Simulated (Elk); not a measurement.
Band structure of HgI2 (Fm-3m, 3 atoms in the cell).

```
CELL_PARAMETERS angstrom
      0.00000     3.58080     3.58080
      3.58080     0.00000     3.58080
      3.58080     3.58080     0.00000
ATOMIC_POSITIONS crystal
  Hg 0.00000 0.00000 0.00000
  I  0.25000 0.25000 0.25000
  I  0.75000 0.75000 0.75000
```

Method: PBE, all-electron FP-LAPW, Elk's shipped species files, APW+lo basis with extra local orbitals (Elk 10.2.4).

Settings: xctype = 20; rgkmax = 8; stype = 1; swidth = 0.00367493 Ha; ngridk = 4 4 4; gmaxvr = 14 1/bohr; nxlo = 2; lorbcnd = true; lmaxi = 2; nempty = 3.6667 per atom; maxscl = 100.

The starting cell was generated: these elements placed on a structure prototype, without a prior relaxation; it need not be a known phase or ordering of this composition. Spin-orbit coupling is off. Values depend on the basis (sphere radii, cutoffs, local orbitals), which need not be converged. The run gives no clean gap (levels at the Fermi energy touch, overlap or are partly filled at this smearing), which alone does not show that the compound is a metal.

Levels in eV from the Fermi level, bands 23 to 30:
```csv
point,23,24,25,26,27,28,29,30
Γ,-2.45,-1.59,-1.35,-1.35,-1.35,2.83,2.83,2.83
X,-4.55,-0.26,-0.05,-0.05,0.06,4.49,6.52,6.60
W,-2.64,-2.64,-0.19,0.21,0.43,4.33,5.92,5.92
K,-4.05,-1.23,-0.65,0.00,0.34,5.07,5.86,5.97
L,-3.08,-3.02,-1.87,-1.87,1.48,5.27,5.27,6.03
U,-4.05,-1.23,-0.65,0.00,0.34,5.07,5.86,5.97
```

Bands cross the Fermi level along this path, so the cell is metallic at this level.
